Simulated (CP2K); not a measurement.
Worked example: self-consistent single point of GaP (F-43m, 2 atoms in the cell) in CP2K.

Method of the run: PBE, GPW, DZVP-MOLOPT-SR-GTH basis, GTH-PBE potentials (GTH_POTENTIALS) in CP2K.

The change in words: lattice scaled by 0.98. Reference geometry:
```yaml
crystal:
  lattice:
    - [3.93120, 0.00000, 0.00000]
    - [1.96560, 3.40452, 0.00000]
    - [1.96560, 1.13484, 3.20981]
  atoms:
    - { symbol: Ga, position: [0.00000, 0.00000, 0.00000] }
    - { symbol: P, position: [0.25000, 0.25000, 0.25000] }
```

Reference input (self-consistent single point, DFT PBE, GPW, DZVP-MOLOPT-SR-GTH basis, GTH-PBE potentials (GTH_POTENTIALS)): CUTOFF = 600 Ry; REL_CUTOFF = 60 Ry; KPOINTS/SCHEME = MONKHORST-PACK 5 5 5; XC_FUNCTIONAL = PBE; Ga/BASIS_SET = DZVP-MOLOPT-SR-GTH-q13; Ga/POTENTIAL = GTH-PBE-q13; P/BASIS_SET = DZVP-MOLOPT-SR-GTH-q5; P/POTENTIAL = GTH-PBE-q5; METHOD = GPW; EPS_DEFAULT = 1e-10; NGRIDS = 5; SCF_GUESS = ATOMIC. This run's input differs from it in these lines:

```diff
@@ -59,5 +59,5 @@
     &CELL
-      A 3.93120400 0.00000000 0.00000000
-      B 1.96560200 3.40452300 0.00000000
-      C 1.96560200 1.13484100 3.20981500
+      A 3.85257900 0.00000000 0.00000000
+      B 1.92629000 3.33643200 0.00000000
+      C 1.92629000 1.11214400 3.14561800
       PERIODIC XYZ
```

Output (repeated stretches shortened):

```
 SCF WAVEFUNCTION OPTIMIZATION

  Step     Update method      Time    Convergence         Total energy    Change
     1 NoMix/Diag. 0.30E+00      -     1.39850064       -81.3157858103 -8.13E+01
     2 Broy./Diag. 0.30E+00      -     0.03351083       -81.1130367343  2.03E-01
     3 Broy./Diag. 0.30E+00      -     0.11756346       -81.1005408659  1.25E-02
     4 Broy./Diag. 0.30E+00      -     0.01083396       -81.1606748000 -6.01E-02
     5 Broy./Diag. 0.30E+00      -     0.00689656       -81.1961423341 -3.55E-02
     6 Broy./Diag. 0.30E+00      -     0.00508226       -81.2026923729 -6.55E-03
   [... 7 lines left out ...]
    14 Broy./Diag. 0.30E+00      -     0.00000092       -81.2073461631  9.72E-06
    15 Broy./Diag. 0.30E+00      -     0.00000048       -81.2073456644  4.99E-07
    16 Broy./Diag. 0.30E+00      -     0.00000037       -81.2073454972  1.67E-07
    17 Broy./Diag. 0.30E+00      -     0.00000008       -81.2073454930  4.22E-09
  *** SCF run converged in    17 steps ***

  Overlap energy of the core charge distribution:               0.00000000046615
  Self energy of the core charge distribution:               -113.69477796600728
  Core Hamiltonian energy:                                     32.81824422772898
  Hartree energy:                                              11.57996963476501
  Exchange-correlation energy:                                -11.91078138996233

  Total energy:                                               -81.20734549300948

 ENERGY| Total FORCE_EVAL ( QS ) energy [hartree]            -81.207345317930958

 FORCES| Atomic forces [hartree/bohr]
 FORCES|   Atom     x               y               z               |f|
 FORCES|      1 -7.41035300E-07 -4.72425861E-07 -3.19520895E-07   9.35100589E-07
   [... lines left out ...]

 STRESS| Analytical stress tensor [bar]
 STRESS|                        x                   y                   z
 STRESS|      x        3.24485812403E+04   4.57784864325E+00   3.23702847685E+00
 STRESS|      y        4.57784864325E+00   3.24428159581E+04   1.97040197704E+00
 STRESS|      z        3.23702847685E+00   1.97040197704E+00   3.24415607806E+04
 STRESS| 1/3 Trace                                             3.24443193263E+04
```

The run converged in 17 iterations. Against the reference run the free energy rises by 5.2 meV/atom, the pressure goes from -1.65 to 3.24 GPa and the gap on the mesh goes from 1.292 to 1.618 eV.

The starting cell comes from a database of computed structures (which also holds hypothetical and non-ambient phases and stackings), without a prior relaxation at this level. Its lattice was rescaled by a random factor within 2.5 % of one. For this run, on top of that: lattice scaled by 0.98. Values carry the incompleteness of an atom-centred basis. With a pressure of about 3 GPa the cell is away from its equilibrium volume at this level.

Cost on one core of a shared machine: roughly 30 s.
